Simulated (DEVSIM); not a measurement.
Structure: Si p-i-n diode, at 300 K.

Layer 1 from the left is Si, thickness (μm) 0.590, Na (cm⁻³) 2.4e16, τn (s) 9.3e-7, τp (s) 9.3e-7. Layer 2 from the left is Si, thickness (μm) 4.40, Nd (cm⁻³) 1.4e13, τn (s) 9.3e-7, τp (s) 9.3e-7. Layer 3 from the left is Si, thickness (μm) 4.90, Nd (cm⁻³) 6.5e18, τn (s) 9.3e-7, τp (s) 9.3e-7.

Left contact: ohmic. Right contact: ohmic. Voltage is applied to the left contact. Recombination: SRH at mid-gap, radiative, Auger. Mobility is constant in doping.

The device is made up for the run: typed textbook-type constants, with dimensions and the other settings drawn at random. Values at 300 K.

Si: gap (eV) 1.124, affinity (eV) 4.05, permittivity 11.7, Nc (cm⁻³) 2.86e19, Nv (cm⁻³) 3.1e19, μn (cm²/Vs) 1417, μp (cm²/Vs) 470, B (cm³/s) 4.7e-15, Cn (cm⁶/s) 2.8e-31, Cp (cm⁶/s) 9.9e-32.

Model (solved in DEVSIM): 1D drift-diffusion, Boltzmann statistics, complete ionisation; no tunnelling, impact ionisation, image-force lowering or self-heating.

Problem. What does the simulation give for the dark forward voltage at 100 A/cm², the potential step across the device at zero bias, the dark forward voltage at 1 A/cm²?

Solution. dark forward voltage at 100 A/cm² 0.703 V; potential step across the device at zero bias 0.901 V; dark forward voltage at 1 A/cm² 0.558 V.
